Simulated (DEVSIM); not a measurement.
System: GaP/Si n-p heterojunction, at 350 K.

Layer 1 from the left is GaP, thickness (μm) 0.120, Nd (cm⁻³) 8.3e16, τn (s) 2.8e-6, τp (s) 2.8e-6. Layer 2 from the left is Si, thickness (μm) 0.130, Na (cm⁻³) 1.9e16, τn (s) 2.8e-6, τp (s) 2.8e-6.

Left contact: ohmic. Right contact: ohmic. Voltage is applied to the left contact. Recombination: SRH at mid-gap, radiative. Mobility is constant in doping.

This is a model device: material constants are rounded textbook-type values typed into the input, and sizes, dopings and lifetimes were drawn at random. Values at 300 K; Nc and Nv go as T^1.5, mobilities as T to minus their exponent, the gap by Varshni's rule with the affinity fixed.

GaP: gap (eV) 2.26, affinity (eV) 3.8, permittivity 11.1, Nc (cm⁻³) 1.8e19, Nv (cm⁻³) 1.9e19, μn (cm²/Vs) 250, μp (cm²/Vs) 150, T exponent of μn 1.6, T exponent of μp 1.98, B (cm³/s) 1e-13, Varshni α (eV/K) 0.00058, Varshni β (K) 372. Si: gap (eV) 1.124, affinity (eV) 4.05, permittivity 11.7, Nc (cm⁻³) 2.86e19, Nv (cm⁻³) 3.1e19, μn (cm²/Vs) 1417, μp (cm²/Vs) 470, T exponent of μn 2.3, T exponent of μp 2.2, B (cm³/s) 4.7e-15, Varshni α (eV/K) 0.000473, Varshni β (K) 636.

DEVSIM, 1D drift-diffusion, Boltzmann statistics, complete ionisation; no tunnelling, impact ionisation, image-force lowering or self-heating. Band offsets follow the typed affinities; no thermionic-emission limit at abrupt steps, no polarisation charge.

Task: What does the simulation give for the dark forward voltage at 1 A/cm², the largest field in the device at zero bias, the potential step across the device at zero bias, the dark forward voltage at 100 A/cm²?

Result: dark forward voltage at 1 A/cm² 0.325 V; largest field in the device at zero bias 80000 V/cm; potential step across the device at zero bias 0.961 V; dark forward voltage at 100 A/cm² 0.507 V.
